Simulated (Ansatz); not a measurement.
Take Ti3Al (space group P6_3/mmc, No. 194; a = 5.747 Å, c = 4.632 Å) as the base. Axes: x lies along a and z along c of the hexagonal cell.

Computed with r2SCAN (Ansatz, a first-principles code; PAW; 500 eV plane waves; spin-orbit coupling left out), earlier PAW set.

Strains are applied to the cell and any free atomic positions relax; under biaxial strain the out-of-plane vector relaxes too.

One change was made to it. Results:

The energy increases by 73 meV/atom; the pressure (mean of the normal stresses, compression positive) goes from zero to 15.3 GPa; the band gap remains zero.

Problem. Name the change that was made.
(A) uniaxial strain ε_yy = −1.31 %
(B) isotropic strain −3.43 %
(C) biaxial strain +1.34 %, plane normal [001], relaxed out of plane
(D) biaxial strain −4.25 %, plane normal [001], relaxed out of plane

Solution. B, isotropic strain −3.43 %. For comparison, the energy relative to the base in the other runs: uniaxial strain ε_yy = −1.31 % gives +1.8 meV/atom; biaxial strain −4.25 %, plane normal [001], relaxed out of plane gives +54 meV/atom; biaxial strain +1.34 %, plane normal [001], relaxed out of plane gives +4.6 meV/atom.

Stability against distortions was not tested. All final runs are without spin polarisation.
